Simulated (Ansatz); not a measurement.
# MoSi2: pressure 10 GPa

Start from MoSi$_{2}$ (space group I4/mmm, No. 139; a = 3.217 Å, c = 7.873 Å).

Modification: a hydrostatic pressure of 10 GPa.

Calculations: PBE/PAW in Ansatz (a quantum-chemistry and plane-wave program), no spin-orbit coupling. k-mesh 20×20×20 (Γ-centred); smearing 0.05 eV (Fermi–Dirac).

| quantity | base | changed | shift |
|---|---|---|---|
| volume per atom | 13.58 Å³ | 12.99 Å³ | -0.59 Å³ |
| lattice parameter a | 3.217 Å | 3.167 Å | -0.050 Å |
| c/a ratio | 2.447 | 2.455 | +0.0074 |
| shortest interatomic distance | 2.596 Å | 2.573 Å | -0.0235 Å |
| enthalpy H = E + PV relative to the base's energy | – | +0.83 eV/atom | – |
| band gap | zero | zero | – |

Final structure:

```
CELL_PARAMETERS angstrom
     -1.58327     1.58327     3.88666
      1.58327    -1.58327     3.88666
      1.58327     1.58327    -3.88666
ATOMIC_POSITIONS crystal
  Mo 0.00000 0.00000 0.00000
  Si 0.33451 0.33451 0.00000
  Si 0.66549 0.66549 0.00000
```

Cost of the whole job for the changed cell (relaxation, final SCF and bands): around 90 core-seconds (rough).

Load acts through the strain it causes; cell and atoms are relaxed under it. No phonon test of stability was made. Competing high-pressure phases were not computed. The final runs are not spin-polarised.
